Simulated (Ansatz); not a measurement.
TiNb₂O₇ (Cm, No. 8, 30 atoms in the cell; start mp-1216971) was calculated with r²SCAN (plane waves, PAW; Ansatz, a first-principles code).

Settings: plane-wave cutoff 560 eV, 10×10×4 k mesh (along the axes of the cell as run), Fermi–Dirac smearing 0.01 eV, no spin polarisation, scalar-relativistic PAW data made under PBE.

Cell (relaxed with PBEsol):

Nb$_{2}$TiO$_{7}$ is modelled in the monoclinic space group Cm (No. 8), Pearson symbol mS60. Lattice parameters: a = 20.3121 Å, b = 3.8030 Å, c = 11.9425 Å, α = 90.00°, β = 120.16°, γ = 90.00°. Ti1 on 2a sees 6 O at 1.731–2.260 Å. Ti2 on 2a has 2 O at 1.766–1.812 Å and 2 O at 1.987 Å and 2 O at 2.151–2.190 Å. Ti3 on 2a has 6 O at 1.817–2.144 Å. Nb1 on 2a is coordinated by 6 O at 1.776–2.350 Å. Nb2 on 2a is surrounded by 4 O at 1.793–1.963 Å and 1 O at 2.184 Å and 1 O at 2.304 Å. Nb3 on 2a is surrounded by 4 O at 1.803–1.972 Å and 1 O at 2.123 Å and 1 O at 2.344 Å. Nb4 on 2a is coordinated by 6 O at 1.806–2.327 Å. Nb5 on 2a is coordinated by 3 O at 1.882–1.908 Å and 3 O at 2.046–2.053 Å (octahedral). 22 further independent sites are not listed. (Neighbours: up to the widest gap in distance over summed covalent radii, below 1.35, at either atom; cation-cation and far metal-metal contacts left out.)
(The calculation used a cell of 30 atoms; values per cell refer to that cell.)

Q: Give the computed band gap and smallest direct gap on the k points sampled.

A: 
- band gap = 2.48 eV
- smallest direct gap on the k points sampled = 2.72 eV

Note: cell and atoms aren't relaxed at this level (largest force component 0.30 eV/Å, pressure 1.2 GPa).

Spin–orbit coupling is not included.

Static lattice: no zero-point or thermal effects.

A start named mp-… is a Materials Project structure, which need not be a measured phase.
